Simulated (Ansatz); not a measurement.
## Tl2HgSiSe4: response to strain

The parent structure is Tl2HgSiSe4 (space group I-42m, No. 121; a = 7.920 Å, c = 6.680 Å; a cell from a computed database, its experimental status unchecked). Axes: x, y, z lie along a, b, c of the conventional cell.

Strains are applied to the cell and any free atomic positions relax; under biaxial strain the out-of-plane vector relaxes too.

Method: PBEsol (Ansatz, a first-principles code), no SOC.

Notes on the quantities. energy relative to the base: free energy F.

```tsv
variant	shortest interatomic distance	electron mass	energy relative to the base
base	2.307 Å	0.37 mₑ along c, 0.48 mₑ across (at M)	0 meV/atom
biaxial strain −4.86 %, plane normal [001], relaxed out of plane	2.304 Å	0.37 mₑ out of plane, 0.25 mₑ in plane (off the special points)	+24 meV/atom
biaxial strain +0.86 %, plane normal [001], relaxed out of plane	2.307 Å	0.33 mₑ out of plane, 0.48 mₑ in plane (at M)	+0.7 meV/atom
biaxial strain +1.51 %, plane normal [001], relaxed out of plane	2.308 Å	0.30 mₑ out of plane, 0.49 mₑ in plane (at M)	+2.1 meV/atom
biaxial strain +2.26 %, plane normal [001], relaxed out of plane	2.308 Å	0.28 mₑ out of plane, 0.49 mₑ in plane (at M)	+4.5 meV/atom
isotropic strain −0.23 %	2.306 Å	0.37 mₑ along c, 0.48 mₑ across (at M)	+0.1 meV/atom
tensor shear ε_xz = +2.35 %	2.306 Å	–	+1.5 meV/atom
```

A biaxial case was relaxed in a doubled cell and then solved in the primitive one. Spin-orbit coupling, missing from the scalar runs, can matter with Hg and Tl. The levels and masses belong to the bands next to the band gap. Effective masses come from finite differences of ±0.01 Å⁻¹. Stability against distortions was not tested. Labels are those of the standard path for the cell's own space group.
